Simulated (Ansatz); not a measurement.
The reference is GaP in the zinc blende structure (space group F-43m, No. 216).

```xyz
2
Lattice="0.0000 2.7195 2.7195 2.7195 0.0000 2.7195 2.7195 2.7195 0.0000" Properties=species:S:1:pos:R:3 pbc="T T T"
P      4.0792     4.0792     4.0792
Ga     0.0000     0.0000     0.0000
```

Cartesian axes are those of the cell as printed.

All numbers come from Ansatz (a first-principles code), PBEsol, PAW, cutoff 420 eV, no spin-orbit coupling, earlier PAW set.

Before the change:

The valence-band top at Γ comes out as 0.00, 0.00, 0.00 eV, the pressure is 0.00 GPa and the band gap is 1.45 eV.

It is then changed as follows: strain tensor (xx, yy, zz, yz, xz, xy) = (−0.91, +0.57, +0.59, −0.31, +0.05, −0.04) %; the atoms relax in the strained cell.

**Question.** How does this affect the valence-band top at Γ?

**Answer.** The valence-band top at Γ (three highest levels, from the VBM) goes from 0.00, 0.00, 0.00 eV to 0.00, -0.06, -0.11 eV.

**Question.** What happens to the pressure?

**Answer.** The pressure (mean of the normal stresses, compression positive) goes from zero to -0.21 GPa.

**Question.** What happens to the band gap?

**Answer.** The band gap shrinks by 0.126 eV, from 1.45 eV to 1.33 eV.

Stability against distortions was not tested.
